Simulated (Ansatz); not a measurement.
Given:

```
YGe
1.0
    2.12159    -5.31024     0.00000
    2.12159     5.31024     0.00000
    0.00000     0.00000     3.90827
Y Ge
2 2
Cartesian
  2.12159   3.83775   0.97707
  2.12159  -3.83775   2.93120
  2.12159   0.89487   0.97707
  2.12159  -0.89487   2.93120
```

All values below come from PBEsol, DFPT electron-phonon coupling, linearised Boltzmann equation (plane waves, PAW, scalar-relativistic; Ansatz, an electronic-structure program). How the cell was made: relaxed with this functional, without spin-orbit coupling.

What phonon-limited resistivity does this give at 300 K?

83 (x), 38 (y), 12.6 (z) μΩ·cm.

How long is the mean free path there?

8.0 (x), 8.8 (y), 7.2 (z) nm, weighted by the current that each state carries. Wires not much wider than this gain resistivity from their walls.

A metal at this level (no band gap). Only scattering by harmonic phonons is included (no impurities, grain boundaries, electron-electron scattering or thermal expansion). Spin-orbit coupling is left out. Halving the electron mesh (20x20x24) moves the resistivity by up to 5 % at 300 K, the mean free path by up to 6 %. Smearing 0.20 eV; phonons on a 4x4x4 q mesh, which this run doesn't test.

Computed structure with no diffraction record at hand here (it may be known, metastable or hypothetical): YGe (Cmcm).
